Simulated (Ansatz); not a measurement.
## Response to strain and stress in GaN

Base system: GaN in the rock salt structure (space group Fm-3m, No. 225; a = 4.2195 Å; a model cell). Axes: x, y, z lie along the cube axes.

Strains are applied to the cell and any free atomic positions relax; under biaxial strain the out-of-plane vector relaxes too; under stress the whole cell relaxes.

Method: PBEsol, PAW, 420 eV (Ansatz, a first-principles code; no SOC).

Problem. Only one of these has no band gap. Which?
(A) uniaxial stress, 8 GPa compression along x
(B) strain tensor (xx, yy, zz, yz, xz, xy) = (+1.36, +1.50, +1.69, +0.04, +0.14, −0.89) %
(C) biaxial strain +3.68 %, plane normal [001], relaxed out of plane

Solution. C, biaxial strain +3.68 %, plane normal [001], relaxed out of plane. Computed: uniaxial stress, 8 GPa compression along x: 0.36 eV; biaxial strain +3.68 %, plane normal [001], relaxed out of plane: zero; strain tensor (xx, yy, zz, yz, xz, xy) = (+1.36, +1.50, +1.69, +0.04, +0.14, −0.89) %: 0.20 eV

The mesh was chosen for an insulator and is coarse for the gapless case. Beyond what the load breaks, stability against distortions was not tested. The base started in Pnma and relaxed to Fm-3m at this level. The final runs are not spin-polarised. This is not the structure that GaN has at room temperature and ambient pressure. A zero or small gap of GaN under biaxial strain +3.68 %, plane normal [001], relaxed out of plane and GaN under strain tensor (xx, yy, zz, yz, xz, xy) = (+1.36, +1.50, +1.69, +0.04, +0.14, −0.89) % can be the functional's error rather than a property of the material.
